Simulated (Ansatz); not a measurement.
# AuAl2: energy against volume

AuAl2 (fluorite, Fm-3m, 18.555 Å³/atom and stress up to 0.01 GPa in the relaxed cell, cube axes along x, y and z) under an equal strain ε along all three axes. PBE in Ansatz, a plane-wave DFT program (PAW, default set), 420 eV, 17×17×17 Γ-centred mesh, Fermi-Dirac smearing 0.10 eV; ions are relaxed, or left where forces stay under 0.02 eV/Å, within the symmetry of each cell.

Here V stands for volume and E for E less E0.

```
volume (Å³/atom)  E less E0 (meV/atom)  pressure (GPa)
----------------  --------------------  --------------
17.4640                          23.40            7.35
17.7326                          12.87            5.30
18.0040                           5.57            3.40
18.2782                           1.34            1.63
18.5552                           0.00            0.00
18.8349                           1.39           -1.51
19.1174                           5.35           -2.90
19.4027                          11.72           -4.18
19.6909                          20.38           -5.36
20.2757                              ?               ?
```

Using the third-order Birch-Murnaghan form, a cubic in V^(-2/3), estimate the missing E at V = 20.2757 from the other rows, showing the fit.

With u = V^(-2/3) - 0.143, the rows have u = 0.005561, 0.004057, 0.002575, 0.001116, -0.000322, -0.001738, -0.003133, -0.004508, -0.005862. Least squares gives E = 0.061 + 396.2·u + 671536·u² + 2157678·u³. Residuals (row less fit): -0.002, 0.005, -0.001, -0.003, -0.003, 0.000, 0.005, -0.004, 0.000; standard error 0.004 (degrees of freedom: 5). Its minimum lies at u = -0.000295, so V0 = (0.142705)^(-3/2) = 18.55. There d²E/du² = 1339000 and d³E/du³ = 1.295e7, so B0 = (4/9) × 18.55^(-7/3) × 1339000 × 0.160218 = 105 GPa (the last factor turns the table's units into GPa), and B0' = 4 + (2/3) × 0.142705 × (1.295e7)/1339000 = 4.9. B0' rests on the cubic coefficient alone and has a standard error of 0.1 from these residuals. At the withheld row, u = -0.008512, so E = 0.061 + 396.2 × (-0.008512) + 671536 × (-0.008512)² + 2157678 × (-0.008512)³ = 44.013 meV/atom. The calculation gives 43.94 meV/atom, 0.073 meV/atom below the prediction (0.2 % of the range of E in the table). The row lies outside the fitted rows, so this is an extrapolation. The scatter of the fitted rows lies at the last printed digit.

In a metal these values are sensitive to mesh and smearing; energies are taken to zero smearing, stresses follow the free energy. Spin-orbit coupling is left out, which can shift these values for the heavy elements here. Other structures, which can take over under pressure, weren't tried. The same form fitted to the pressure column gives B0' = 4.9; series where the two differ by over 0.4 aren't shown. Rows are the converged runs of the series near zero and its far end, less any whose ions stayed unrelaxed beside relaxed ones; series whose fitted rows scatter by over a few per cent of the range, as at a crossing or softening among them, aren't shown in this form.
